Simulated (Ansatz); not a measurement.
A self-consistent single point of In (I4/mmm, 1 atom in the cell) with Ansatz (a program for electronic structure).

Method of the run: PBE, PAW files (plane waves; Ansatz).

The change in words: lattice scaled by 0.98; basis.ecutwfc: 420 eV → 190 eV. Reference geometry:
```
CELL_PARAMETERS angstrom
     -1.62987     1.62987     2.48243
      1.62987    -1.62987     2.48243
      1.62987     1.62987    -2.48243
ATOMIC_POSITIONS crystal
  In 0.00000 0.00000 0.00000
```

Reference input (self-consistent single point, DFT, PBE, plane waves, PAW files): basis.ecutwfc = 420 eV; kpoints.mp_grid.grid = 14 14 14; hamiltonian.xc = pbe; hamiltonian.pseudopotentials = {kind: paw} (the program's default PAW files); scf.occupations.method = fermi_dirac; scf.occupations.width = 0.1 eV. This run's input differs from it in these lines:

Ansatz 0.2 input:
```diff
@@ -2,5 +2,5 @@
   lattice:
-    - [-1.629875, 1.629875, 2.482425]
-    - [1.629875, -1.629875, 2.482425]
-    - [1.629875, 1.629875, -2.482425]
+    - [-1.597278, 1.597278, 2.432776]
+    - [1.597278, -1.597278, 2.432776]
+    - [1.597278, 1.597278, -2.432776]
   atoms:
@@ -8,3 +8,3 @@
 basis:
-  ecutwfc: 420.0 eV
+  ecutwfc: 190.0 eV
 kpoints:
```

Output, abridged:

```
SCF iter   1: F=—  HF=-5591.000261 eV  |F-HF|=—  |Δ(HF+E_count)|=         —  Δρ=8.43e-2  dr2=1.14e0  ethr=3.10e-3  ⟨swp⟩=4.0  Hψ=14239  notcnv=0
all-band conjugate gradients solve this SCF's bands
preconditioner: auto → none
SCF iter   2: F=—  HF=-5590.269749 eV  |F-HF|=—  |Δ(HF+E_count)|=   7.31e-1  Δρ=3.14e-2  dr2=1.46e-1  ethr=3.10e-3  ⟨swp⟩=2.0  Hψ=7260  notcnv=0  defer=60
SCF iter   3: F=—  HF=-5590.199464 eV  |F-HF|=—  |Δ(HF+E_count)|=   7.03e-2  Δρ=2.78e-3  dr2=7.54e-4  ethr=1.13e-3  ⟨swp⟩=2.0  Hψ=6143  notcnv=0  defer=60
SCF iter   4: F=—  HF=-5590.203211 eV  |F-HF|=—  |Δ(HF+E_count)|=   3.75e-3  Δρ=7.24e-4  dr2=8.74e-5  ethr=5.80e-6  ⟨swp⟩=2.3  Hψ=4791  notcnv=0  defer=60
SCF iter   5: F=—  HF=-5590.203146 eV  |F-HF|=—  |Δ(HF+E_count)|=   6.44e-5  Δρ=6.37e-5  dr2=9.14e-7  ethr=6.72e-7  ⟨swp⟩=2.0  Hψ=4149  notcnv=0  defer=60
SCF iter   6: F=-5590.203145 eV  HF=-5590.203145 eV  |F-HF|=3.05e-8  |Δ(HF+E_count)|=   8.46e-7  Δρ=1.14e-5  dr2=2.87e-8  ethr=7.69e-10  ⟨swp⟩=5.7  Hψ=12648  notcnv=0
SCF 1 converged in 6 iterations: F = -5590.203145 eV  dr2 = 2.87e-8
Free energy (F): -5590.203145 eV
Internal energy: -5590.189939 eV  (E = F + TS)
E sigma→0 (E₀):  -5590.196542 eV
Entropy (-TS):   -0.013207 eV (-13.207 meV/atom)
Fermi energy:    11.334189 eV
--- Forces (eV/Å), atoms counted from 1 ---
  atom   1  In    -0.00000000     0.00000000     0.00000000
--- Stress (GPa, compression-positive) ---
       13.159496       0.000000      -0.000000
        0.000000      13.159496      -0.000000
        0.000000      -0.000000      11.313792
  P = ⅓ Tr σ = 12.5443 GPa (125.443 kbar)
  The stress holds the Pulay correction. Without it, at fixed plane waves, as pw.x and ABINIT print it: P = -245.5207 GPa
```

The run converged in 6 iterations. Against the reference run the free energy rises by 7.71 eV/atom and the pressure goes from 1.60 to 12.54 GPa.

The starting cell has typed, rounded lattice constants, without a prior relaxation at this level. Its lattice was rescaled by up to half a per cent. For this run, on top of that: lattice scaled by 0.98. Ansatz's pressure includes its estimate of the finite-basis (Pulay) stress. Without the estimate this run gives -245.52 GPa. The cutoff lies below the one recommended for these files.
